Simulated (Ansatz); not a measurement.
The starting structures come from a database of crystals and need not be the phases stable at ambient conditions.

Tunnelling through a barrier is set by its complex band structure: the current falls as exp(−2κd) with the smallest κ.

Consider the following.

```
CELL_PARAMETERS angstrom
      5.37903     0.00000     0.00000
      2.68951     5.01153     0.00000
      2.68952     1.44337     4.56200
ATOMIC_POSITIONS crystal
  Zn 0.36546 0.90362 0.36546
  Zn 0.63454 0.09638 0.63454
  Sn 0.14996 0.55013 0.14996
  Sn 0.85004 0.44987 0.85004
  O  0.75985 0.74441 0.04999
  O  0.24015 0.25559 0.95001
  O  0.44575 0.74441 0.75985
  O  0.55425 0.25559 0.24015
  O  0.04999 0.74441 0.44575
  O  0.95001 0.25559 0.55425
```

Space group of this cell: P-1. The cell is strained (lengths along the current scaled by 1.03, ions clamped); by PBEsol its mean pressure is -11.2 GPa.

Transport runs along the normal of the first two printed cell vectors.

No gap correction and no spin-orbit coupling; mid-gap values are interpolated between computed energies.

### Question
Compute, with PBEsol (Ansatz, an electronic-structure program), the band gap and the smallest decay constant κ at mid-gap.

### Answer
Gap 0.97 eV on a 8×6×8 mesh; κ = 0.124 1/Å, at the zone centre.
